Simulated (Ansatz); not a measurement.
Worked example: self-consistent single point of Pb (Fm-3m, 1 atom in the cell) in Ansatz (a program for electronic structure).

Method: PBE with spin-orbit coupling (plane waves, PAW; Ansatz).

```yaml
crystal:
  lattice:
    - [0.00000, 2.47500, 2.47500]
    - [2.47500, 0.00000, 2.47500]
    - [2.47500, 2.47500, 0.00000]
  atoms:
    - { symbol: Pb, position: [0.00000, 0.00000, 0.00000] }
```

Reference input (self-consistent single point, DFT, PBE, plane waves, default PAW files): kpoints.mp_grid.grid = 9 9 9; hamiltonian.xc = pbe; hamiltonian.pseudopotentials = {kind: paw} (the program's default PAW files); scf.occupations.method = fermi_dirac; scf.occupations.width = 0.1 eV. This run's input differs from it in these lines:

Ansatz 0.2 input:
```diff
@@ -13,2 +13,5 @@
   pseudopotentials: { kind: paw }
+magnetization:
+  noncollinear: true
+  spin_orbit: true
 scf:
```

Output (repeated stretches shortened):

```
SCF iter   1: F=—  HF=-11945.116710 eV  |F-HF|=—  |Δ(HF+E_count)|=         —  Δρ=6.38e-3  dr2=1.83e-2  dr2_m=0.00e0 (ungated)  ethr=3.10e-3  |M|=0.00e0 ∫|m|=0.00e0 μB  |m|>n=0.0e0 m-floor=0.0e0 τ_xc=0.0e0  β_m=0.30  ⟨swp⟩=11.5  Hψ=2837  notcnv=0  defer=2
all-band conjugate gradients solve this SCF's bands
preconditioner: auto → none
   [... lines left out ...]
SCF iter   6: F=—  HF=-11945.109923 eV  |F-HF|=—  |Δ(HF+E_count)|=   1.01e-5  Δρ=4.90e-5  dr2=8.35e-7  dr2_m=0.00e0 (ungated)  ethr=2.04e-7  |M|=0.00e0 ∫|m|=0.00e0 μB  |m|>n=0.0e0 m-floor=0.0e0 τ_xc=0.0e0  β_m=0.85  ⟨swp⟩=2.1  Hψ=566  notcnv=0  defer=52
SCF iter   7: F=-11945.109922 eV  HF=-11945.109922 eV  |F-HF|=2.70e-9  |Δ(HF+E_count)|=   3.49e-7  Δρ=3.62e-6  dr2=3.08e-9  dr2_m=0.00e0 (ungated)  ethr=7.14e-10  |M|=0.00e0 ∫|m|=0.00e0 μB  |m|>n=0.0e0 m-floor=0.0e0 τ_xc=0.0e0  ⟨swp⟩=8.5  Hψ=2199  notcnv=0
SCF 1 converged in 7 iterations: F = -11945.109922 eV  dr2 = 3.08e-9
Magnetization: |M| = 0.0000 μB,  M = (+0.0000, +0.0000, +0.0000) μB
Absolute magnetization: 0.0000 μB (∫|m|)
  site 0: m = (+0.0000, +0.0000, +0.0000) μB, |m| = 0.0000 μB  (R = 1.44 Å)
Free energy (F): -11945.109922 eV
Internal energy: -11945.098266 eV  (E = F + TS)
E sigma→0 (E₀):  -11945.104094 eV
Entropy (-TS):   -0.011656 eV (-11.656 meV/atom)
Fermi energy:    10.799055 eV
--- Forces (eV/Å), atoms counted from 1 ---
  atom   1  Pb    -0.00000000    -0.00000000     0.00000000
--- Stress (GPa, compression-positive) ---
        2.246836       0.000000       0.000000
        0.000000       2.246836       0.000000
       -0.000000       0.000000       2.246836
  P = ⅓ Tr σ = 2.2468 GPa (22.468 kbar)
  The stress holds the Pulay correction. Without it, at fixed plane waves, as pw.x and ABINIT print it: P = 2.2237 GPa
```

The run converged in 7 iterations. Against the reference run the pressure moves little (2.29 to 2.25 GPa).

The starting cell has typed, rounded lattice constants, without a prior relaxation at this level. Ansatz's pressure includes its estimate of the finite-basis (Pulay) stress.
